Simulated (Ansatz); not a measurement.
System: ScOF (P4/nmm, No. 129, 6 atoms in the cell; start mp-989178). Method: LDA (PAW; Ansatz, a first-principles code).

Settings: plane-wave cutoff 520 eV, 10×10×8 k mesh (along the axes of the cell as run), Fermi–Dirac smearing 0.01 eV, scalar-relativistic PAW data made under PBE.

Cell (relaxed at this level):

```xyz
6
Lattice="3.5360 0.0000 0.0000 0.0000 3.5360 0.0000 0.0000 0.0000 5.0285" Properties=species:S:1:pos:R:3 pbc="T T T"
Sc     1.7680     0.0000     3.5648
Sc     0.0000     1.7680     1.4637
O      0.0000     0.0000     2.5142
O      1.7680     1.7680     2.5142
F      1.7680     1.7680     0.0000
F      0.0000     0.0000     0.0000
```

Q: What does this level give for the band gap, Γ–Γ gap and bulk modulus?

A: 
* **band gap**: 4.42 eV (on the SCF k mesh)
* **Γ–Γ gap**: 4.67 eV
* **bulk modulus**: 176 GPa

Note: the relaxation could not lower the start's symmetry, so the cell can be a saddle point above a distorted one; the bulk modulus is −V dP/dV from two relaxed cells at ±2 % in volume.

A start named mp-… is a Materials Project structure, which need not be a measured phase.
